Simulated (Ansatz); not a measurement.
For 1T (CdI2-type) PtTe2, LDA (plane waves, PAW; Ansatz, an electronic-structure program) gives:

| Property | Value |
|---|---|
| equilibrium lattice constant a | 4.019 Å |
| lattice parameter c | 5.094 Å |
| enthalpy of formation | -0.418 eV/atom |

Problem. What does HSE06 (plane waves, PAW; Ansatz) give for the same quantities?

Solution. 
- lattice constant a: 4.038 Å (increases by 0.5 %)
- lattice parameter c: 5.366 Å (goes up by 5.3 %)
- formation enthalpy: -0.500 eV/atom (moves by -0.082 eV/atom)

For comparison: lattice constant a 4.026 Å (measured, temperature not stated, no zero-point or thermal correction; as tabulated in Pelayo et al. (2023), arXiv:2312.15371); lattice parameter c 5.221 Å (measured, temperature not stated, no zero-point or thermal correction; as tabulated in Pelayo et al. (2023), arXiv:2312.15371).

Changes are worked out from the printed values.

Unless a cell is named, each level is at its own relaxed cell (LDA 23.76, HSE06 25.26 Å³/atom).

Levels without +SOC leave out spin–orbit coupling, which shifts energies and cells of such heavy elements.

Caveats: LDA has no dispersion term either, though it tends to give short spacings of layers, chains or molecules (LDA); the cell comes from a level without a dispersion term, which matters for the spacing of layers, chains or molecules (HSE06). Ansatz's density-functional and Hartree–Fock values are scalar-relativistic unless marked +SOC, with PAW data made under PBE.
